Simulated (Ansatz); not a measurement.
The starting structures come from a database of crystals and need not be the phases stable at ambient conditions.

Input:

```
SnF2
1.0
    5.31329     0.00000     0.00000
    0.00000     8.36782     0.00000
    0.00000     0.00000     4.91617
Sn F
4 8
Direct
  0.99488   0.37698   0.26901
  0.00512   0.87698   0.23099
  0.50512   0.62302   0.76901
  0.49488   0.12302   0.73099
  0.23070   0.19856   0.09017
  0.76930   0.69856   0.40983
  0.26930   0.80144   0.59017
  0.73070   0.30144   0.90983
  0.87998   0.04377   0.52858
  0.12002   0.54377   0.97142
  0.62002   0.95623   0.02858
  0.37998   0.45623   0.47142
```

Space group of this cell: P2_12_12_1. The cell was relaxed by PBE-D3(BJ); by r2SCAN its mean pressure is -2.4 GPa.

Transport runs along the normal of the first two printed cell vectors.

The gap is the functional's own. No spin-orbit coupling. Mid-gap values are interpolated on the energy grid.

Question: Give the band gap and the smallest decay constant κ at mid-gap that r2SCAN (Ansatz, an electronic-structure program) yields.

Answer: Gap 3.69 eV on a 6×4×6 mesh; κ = 0.429 1/Å, at (0.500, 0.000) of the in-plane reciprocal vectors. At the zone centre, at the nearest computed energy, the slowest state has κ = 0.52 1/Å.
